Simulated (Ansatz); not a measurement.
## CsLiWO4: response to strain

The parent structure is CsLiWO$_{4}$ (space group I-4, No. 82; a = 5.9001 Å, c = 8.1611 Å; a cell from a computed database, its experimental status unchecked). Axes: x, y, z lie along a, b, c of the conventional cell.

Strains are applied to the cell and any free atomic positions relax; under biaxial strain the out-of-plane vector relaxes too.

Computed with Ansatz (a program for electronic structure), PBEsol, PAW, cutoff 420 eV, without spin-orbit coupling.

Notes on the quantities. energy relative to the base: free energy F.

| case | band gap | energy relative to the base | electron mass |
|---|---|---|---|
| base | 4.84 eV | 0 meV/atom | 0.63 mₑ along c, 0.56 mₑ across (at Γ) |
| biaxial strain −3.96 %, plane normal [001], relaxed out of plane | 4.80 eV | +10 meV/atom | 0.54 mₑ out of plane, 0.61 mₑ in plane (at Γ) |
| biaxial strain −2.52 %, plane normal [001], relaxed out of plane | 4.84 eV | +4.0 meV/atom | 0.58 mₑ (at Γ) |
| biaxial strain −0.55 %, plane normal [001], relaxed out of plane | 4.85 eV | +0.2 meV/atom | 0.62 mₑ out of plane, 0.56 mₑ in plane (at Γ) |
| biaxial strain +3.66 %, plane normal [001], relaxed out of plane | 4.76 eV | +6.6 meV/atom | 0.66 mₑ out of plane, 0.55 mₑ in plane (at Γ) |
| isotropic strain −2.17 % | 5.00 eV | +7.0 meV/atom | 0.67 mₑ along c, 0.57 mₑ across (at Γ) |
| uniaxial strain ε_xx = −0.86 % | 4.86 eV | +0.2 meV/atom | 0.63 mₑ along z, 0.56 mₑ across (at Γ) |
| uniaxial strain ε_xx = +0.52 % | 4.83 eV | +0.1 meV/atom | 0.63 mₑ along z, 0.56 mₑ across (at Γ) |
| uniaxial strain ε_zz = +4.31 % | 4.70 eV | +3.1 meV/atom | 0.57 mₑ (at Γ) |

With W present, leaving out spin-orbit coupling can change the band edges. Effective masses come from finite differences of ±0.01 Å⁻¹. Whether these cells are dynamically stable was not tested.
